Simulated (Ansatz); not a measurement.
**How far PBE and r2SCAN part for Ru, biaxial strain −0.34 %, plane normal [001], relaxed out of plane**

Take Ru in the hcp (Mg type) structure (space group P6_3/mmc, No. 194; a = 2.722 Å, c = 4.294 Å; relaxed with 0.1 eV smearing) as the base. Axes: x lies along a and z along c of the hexagonal cell.

(Cell as relaxed with PBE.)

Levels (all Ansatz, a first-principles code, PAW, earlier PAW set): PBE (420 eV, scalar-relativistic without spin-orbit coupling); r2SCAN (500 eV, no SOC).

Each level relaxes its own structure.

```json
[
 {"base": "volume per atom", "PBE": "13.77 Å³", "r2SCAN": "13.52 Å³"},
 {"base": "lattice parameter a", "PBE": "2.722 Å", "r2SCAN": "2.706 Å"},
 {"base": "band gap", "PBE": "zero", "r2SCAN": "zero"}
]
```

Perturbation: compressive biaxial strain of 0.34 % in the plane normal to [001], as in epitaxy on a mismatched substrate; the out-of-plane cell vector and the atoms relax.

```json
[
 {"quantity": "shortest interatomic distance", "PBE": "2.661 Å", "r2SCAN": "…"},
 {"quantity": "pressure (mean of the normal stresses, compression positive)", "PBE": "1.5 GPa", "r2SCAN": "…"}
]
```

Problem. What does r2SCAN give?

Solution. 
- shortest interatomic distance, r2SCAN: 2.643 Å
- pressure (mean of the normal stresses, compression positive), r2SCAN: 1.6 GPa

PBE's shortest interatomic distance lies 0.0171 Å above r2SCAN's (0.6 %). Neither level is exact; r2SCAN is the comparison here, not a measurement.

Stability against distortions was not tested. All final runs are without spin polarisation.
